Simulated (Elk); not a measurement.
## Elk run on BAs (F-43m, 2 atoms in the cell): self-consistent single point

Method: PBE, all-electron FP-LAPW, Elk's shipped species files, default APW+lo basis in Elk.

This input was run:

```
tasks
  0

xctype
  20

swidth
  0.00183747

maxscl
  100

scale
  1.889726125

avec
    0.0000000000    2.3900000000    2.3900000000
    2.3900000000    0.0000000000    2.3900000000
    2.3900000000    2.3900000000    0.0000000000

atoms
  2
  'B.in'
  1
  0.0000000000  0.0000000000  0.0000000000    0.0 0.0 0.0
  'As.in'
  1
  0.2500000000  0.2500000000  0.2500000000    0.0 0.0 0.0

ngridk
  8 8 8
```

Output (repeated stretches shortened):

```
│ Elk code version 10.2.4 │

All units are atomic (Hartree, Bohr, etc.)

│ Ground-state run starting from atomic densities │

Lattice vectors :
   0.000000000       4.516445439       4.516445439
   4.516445439       0.000000000       4.516445439
   4.516445439       4.516445439       0.000000000

Unit cell volume      :    184.2554319
Brillouin zone volume :    1.346230127

Muffin-tin inner radius fraction :   0.1000000000E-01

Nuclei treated as point charges

Species :    1 (B)
 parameters loaded from : B.in
 name : boron
 nuclear charge    :   -5.000000000
 electronic charge :    5.000000000
 atomic mass :    19707.24741
 muffin-tin radius :    1.654867065
 number of radial points in muffin-tin :    297
 atomic positions (lattice), magnetic fields (Cartesian) :
   1 :   0.00000000  0.00000000  0.00000000    0.00000000  0.00000000  0.00000000

Species :    2 (As)
 parameters loaded from : As.in
 name : arsenic
 nuclear charge    :   -33.00000000
 electronic charge :    33.00000000
 atomic mass :    136573.7219
 muffin-tin radius :    2.206489420
 number of radial points in muffin-tin :    497
 atomic positions (lattice), magnetic fields (Cartesian) :
   1 :   0.25000000  0.25000000  0.25000000    0.00000000  0.00000000  0.00000000

Total number of atoms per unit cell :    2

Spin treatment :
 spin-unpolarised

Number of Bravais lattice symmetries :   48
Number of crystal symmetries         :   24
Crystal has no inversion symmetry
Complex Hermitian eigensolver will be used

k-point grid :      8     8     8
k-point offset :    0.000000000       0.000000000       0.000000000
k-point set is reduced with full crystal symmetry group
Total number of k-points :       43

Muffin-tin radius times maximum |G+k| :    7.000000000
 using average radius
Maximum |G+k| for APW functions       :    3.625668869
Maximum (1/2)|G+k|²                   :    6.572737375
Maximum |G| for potential and density :    12.00000000
 potential will be trimmed for |G| > 2 gkmax
Constant for pseudocharge density :    7
Radial integration step length :    4

G-vector grid sizes :     25    25    25
Number of G-vectors :     5329

Maximum angular momentum used for
 APW functions                      :    8
 outer part of muffin-tin           :    6
 inner part of muffin-tin           :    1

Total nuclear charge    :   -38.00000000
Total core charge       :    20.00000000
Total valence charge    :    18.00000000
Total excess charge     :    0.000000000
Total electronic charge :    38.00000000

Effective Wigner radius, rₛ :    1.049984041

Number of empty states         :    8
Total number of valence states :   17
Total number of core states    :   20

Total number of local-orbitals :   19

Exchange-correlation functional :     20     0     0
 Perdew-Burke-Ernzerhof, Phys. Rev. Lett. 77, 3865 (1996)
 gradient requirement :    1
 generalised gradient approximation (GGA)

Smearing type :    3
 Fermi-Dirac
Smearing width :   0.1837470000E-02
Effective electronic temperature (K) :    580.2271348

Mixing type :    3
 Broyden mixing, J. Phys. A: Math. Gen. 17, L317 (1984)

Kohn-Sham potential initialised from atomic data

│ Self-consistent loop started │
│ Loop number : 1 │
 total energy                :     -2287.44461277
│ Loop number : 2 │
 total energy                :     -2287.49381400
RMS change in Kohn-Sham potential (target) :    4.676864931     (  0.1000000000E-05)
Absolute change in total energy (target)   :   0.4920123453E-01 (  0.1000000000E-03)
│ Loop number : 3 │
 total energy                :     -2287.05381302
RMS change in Kohn-Sham potential (target) :    4.095507883     (  0.1000000000E-05)
Absolute change in total energy (target)   :   0.4277006754     (  0.1000000000E-03)
│ Loop number : 4 │
 total energy                :     -2286.38116950
RMS change in Kohn-Sham potential (target) :    1.675304956     (  0.1000000000E-05)
Absolute change in total energy (target)   :   0.7795686877     (  0.1000000000E-03)
│ Loop number : 5 │
 total energy                :     -2286.09755089
RMS change in Kohn-Sham potential (target) :   0.4486540926     (  0.1000000000E-05)
Absolute change in total energy (target)   :   0.4785107872     (  0.1000000000E-03)
│ Loop number : 6 │
 total energy                :     -2286.03879344
RMS change in Kohn-Sham potential (target) :   0.7950681599E-01 (  0.1000000000E-05)
Absolute change in total energy (target)   :   0.1783851380     (  0.1000000000E-03)
│ Loop number : 7 │
 total energy                :     -2286.03292372
RMS change in Kohn-Sham potential (target) :   0.1181475099E-01 (  0.1000000000E-05)
Absolute change in total energy (target)   :   0.5046600800E-01 (  0.1000000000E-03)
│ Loop number : 8 │
 total energy                :     -2286.04702275
RMS change in Kohn-Sham potential (target) :   0.2759823023E-02 (  0.1000000000E-05)
Absolute change in total energy (target)   :   0.1482528116E-02 (  0.1000000000E-03)
│ Loop number : 9 │
 total energy                :     -2286.04224169
RMS change in Kohn-Sham potential (target) :   0.8090800952E-03 (  0.1000000000E-05)
Absolute change in total energy (target)   :   0.4410430133E-02 (  0.1000000000E-03)
│ Loop number : 10 │
 total energy                :     -2286.04173664
RMS change in Kohn-Sham potential (target) :   0.5960590280E-03 (  0.1000000000E-05)
Absolute change in total energy (target)   :   0.1607658769E-02 (  0.1000000000E-03)
│ Loop number : 11 │
 total energy                :     -2286.04074432
RMS change in Kohn-Sham potential (target) :   0.2645258623E-04 (  0.1000000000E-05)
Absolute change in total energy (target)   :   0.1394236034E-02 (  0.1000000000E-03)
│ Loop number : 12 │
 total energy                :     -2286.04072935
RMS change in Kohn-Sham potential (target) :   0.5820293744E-05 (  0.1000000000E-05)
Absolute change in total energy (target)   :   0.3635226694E-03 (  0.1000000000E-03)
│ Loop number : 13 │
 total energy                :     -2286.04073417
RMS change in Kohn-Sham potential (target) :   0.2875110723E-05 (  0.1000000000E-05)
Absolute change in total energy (target)   :   0.8606427264E-04 (  0.1000000000E-03)
│ Loop number : 14 │
 total energy                :     -2286.04073656
RMS change in Kohn-Sham potential (target) :   0.4487613172E-06 (  0.1000000000E-05)
Absolute change in total energy (target)   :   0.1912685775E-04 (  0.1000000000E-03)
Convergence targets achieved

│ Loop number : 15 │

Energies :
 Fermi                       :     0.311957225840
 sum of eigenvalues          :     -1314.90720249
 electron kinetic            :      2336.54813741
 core electron kinetic       :      2151.67793551
 Coulomb                     :     -4534.53285999
 Coulomb potential           :     -3537.03679238
 nuclear-nuclear             :     -256.067682001
 electron-nuclear            :     -5019.89356360
 Hartree                     :      741.428385608
 Madelung                    :     -2766.01446380
 xc potential                :     -114.418547523
 exchange                    :     -86.2751634817
 correlation                 :     -1.78084899425
 electron entropic           :    -0.477585164873E-08
 total energy                :     -2286.04073506

Density of states at Fermi energy :   0.1083734014E-03
 (states/Hartree/unit cell)

Estimated indirect band gap :   0.4419722178E-01
 from k-point      1 to k-point     22
Estimated direct band gap   :   0.1202845076
 at k-point      1

Charges :
 core                        :    20.00000000
 valence                     :    18.00000000
 interstitial                :    3.231310407
 muffin-tins (core leakage)
  species :    1 (B)
   atom    1                 :    3.621921234     (  0.1847449061E-03)
  species :    2 (As)
   atom    1                 :    31.14676836     (  0.4705465162E-03)
 total in muffin-tins        :    34.76868959
 total calculated charge     :    37.98976917
 total charge                :    38.00000000
 error                       :   0.1023083435E-01

│ Self-consistent loop stopped │
```

The run converged in 15 iterations. The count includes the last loop, which Elk runs after its targets are met.

The starting cell has typed, rounded lattice constants, without a prior relaxation at this level. Values depend on the basis (sphere radii, cutoffs, local orbitals), which need not be converged.
